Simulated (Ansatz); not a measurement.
The parent structure is CdTe in the zinc blende structure (space group F-43m, No. 216; a = 6.558 Å). Axes: x, y, z lie along the cube axes.

Calculations: DFT with r2SCAN, PAW potentials and a 500 eV plane-wave cutoff in Ansatz (a quantum-chemistry and plane-wave program), no spin-orbit coupling.

Before the change:

| Quantity | Value |
|---|---|
| Valence-band top at Γ | 0.00, 0.00, 0.00 eV |
| Electron mass | 0.090 mₑ (at Γ) |
| Valley order | Γ 1.17 eV; L along ⟨111⟩ 2.20 eV |

Modification: uniaxial stress, 1 GPa compression along z; all other stress components relax to zero.

What does the calculation give for the valence-band top at Γ, electron mass, valley order and strain response after the change?

The valence-band top at Γ (three highest levels, from the VBM) becomes 0.00, -0.20, -0.20 eV (base: 0.00, 0.00, 0.00 eV); the electron mass remains 0.090 mₑ (at Γ); the valley order (the lowest conduction-band minima on the path, energy above the VBM, named in the base's zone) goes from Γ 1.17 eV; L along ⟨111⟩ 2.20 eV to Γ 1.05 eV; L along [1-11] 2.04 eV; a point along [001], about 0.8 Å⁻¹ from Γ 2.47 eV; the strain response (xx, yy, zz) is (+2.04, +2.04, −4.93) %.

With Te present, leaving out spin-orbit coupling can change the band edges. The levels and masses belong to the bands next to the band gap. Effective masses come from finite differences of ±0.01 Å⁻¹. Beyond what the load breaks, stability against distortions was not tested.
